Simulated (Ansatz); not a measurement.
# Quick settings and what they miss: InBi3 (C222, 4 atoms in the cell)

Self-consistent single point.

```yaml
crystal:
  lattice:
    - [1.65398, -4.40483, 0.00000]
    - [1.65398, 4.40483, 0.00000]
    - [0.00000, 0.00000, 8.64942]
  atoms:
    - { symbol: In, position: [0.50000, 0.50000, 0.00000] }
    - { symbol: Bi, position: [0.00000, 0.00000, 0.50000] }
    - { symbol: Bi, position: [0.00000, 0.50000, 0.76055] }
    - { symbol: Bi, position: [0.50000, 0.00000, 0.23945] }
```

Method: PBEsol, harder PAW files (source: ansatz) made with PBE (plane waves; Ansatz, a first-principles code).

Base settings: basis.ecutwfc = 52.2 Ry; kpoints.mp_grid.grid = 11 11 4; kpoints.mp_grid.shift = 0.5 0.5 0.5; hamiltonian.xc = pbesol; hamiltonian.pseudopotentials = {kind: paw, source: ansatz}; scf.occupations.method = cold; scf.occupations.width = 0.0073 Ry.

Tight run (finer mesh or higher cutoff; not a proven limit): basis.ecutwfc: 52.2 Ry → 73.1 Ry; kpoints.mp_grid.grid: 11 11 4 → 15 15 6; scf.convergence.dr2_threshold: default (1e-07 eV) → 1e-09 eV. It gave Fermi level (on the code's own zero) 11.88 eV; pressure -1.10 GPa; largest force (vector length) 0.051 eV/Å.

Quick runs, as changes from the base:
- A: basis.ecutwfc: 52.2 Ry → 26.1 Ry; kpoints.mp_grid.grid: 11 11 4 → 2 2 2; scf.occupations.method: cold → gaussian; scf.occupations.width: 0.0073 Ry → 0.0147 Ry
- B: basis.ecutwfc: 52.2 Ry → 41.9 Ry; kpoints.mp_grid.grid: 11 11 4 → 6 6 6
- C: basis.ecutwfc: 52.2 Ry → 41.9 Ry; kpoints.mp_grid.grid: 11 11 4 → 2 2 2; hamiltonian.xc: pbesol → lda; scf.occupations.method: cold → fermi_dirac; scf.occupations.width: 0.0073 Ry → 0.02 Ry [LDA (PW92)]
- D: basis.ecutwfc: 52.2 Ry → 31.2 Ry; kpoints.mp_grid.grid: 11 11 4 → 3 3 3
- E: basis.ecutwfc: 52.2 Ry → 36.4 Ry; kpoints.mp_grid.grid: 11 11 4 → 8 8 8

Energies are extrapolated to zero smearing width, which holds to low order in the width alone.

Dashes: energy of C, another energy zero.

† marks runs with another functional, U, potentials or spin treatment: their distance from the tight run is not a convergence error alone.

The count of work is k-points × plane waves × bands × iterations; it is no time. 

Pressures in the table are Ansatz's without its Pulay estimate, at a fixed set of plane waves; the tight run's value above holds the estimate.

The starting cell comes from a database of computed structures (which also holds hypothetical and non-ambient phases and stackings), without a prior relaxation at this level. Its lattice was rescaled by a random factor within 2.5 % of one.

```
run  energy less tight (meV/atom)  pressure less tight (GPa)  largest miss in a force vector (eV/Å)  count of work / tight
---  ----------------------------  -------------------------  -------------------------------------  ---------------------
A                          1486.1                     -62.67                                  0.359                 0.0015
B                            -4.0                      -0.32                                  0.036                  0.068
C†                              –                      -3.95                                  0.480                 0.0032
D                           247.2                     -13.02                                  0.050                 0.0098
E                            53.1                      -2.56                                  0.024                   0.12
```

Among the runs at the tight run's level, the energy misses run from 4.0 to 1486.1 meV/atom.

Keys are those of Ansatz 0.2.
